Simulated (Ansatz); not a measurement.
Base system: WSi2 (space group I4/mmm, No. 139).

```xyz
3
Lattice="-1.6058 1.6058 3.9021 1.6058 -1.6058 3.9021 1.6058 1.6058 -3.9021" Properties=species:S:1:pos:R:3 pbc="T T T"
W      0.0000     0.0000     0.0000
Si     0.0000     0.0000     2.6133
Si     0.0000     0.0000     5.1908
```

The values are results of plane-wave PAW DFT at the r2SCAN level (Ansatz, a quantum-chemistry and plane-wave program, 500 eV), without spin-orbit coupling, not measurements.

The change: full substitution W → Mo; the structure is relaxed again.

Measured lattice parameter a: WSi2 3.21395 Å (temperature not stated; as listed in Orest Pavlosiuk et al., Phys. Rev. B (2022)); MoSi2 3.20519 Å (temperature not stated; as listed in Orest Pavlosiuk et al., Phys. Rev. B (2022)).

### Question
How well does r2SCAN reproduce the measured shift?

### Answer
With r2SCAN the lattice parameter a moves by -0.010 Å (3.212 → 3.202) against -0.009 Å measured.

Whether these cells are dynamically stable was not tested. All final runs are without spin polarisation.
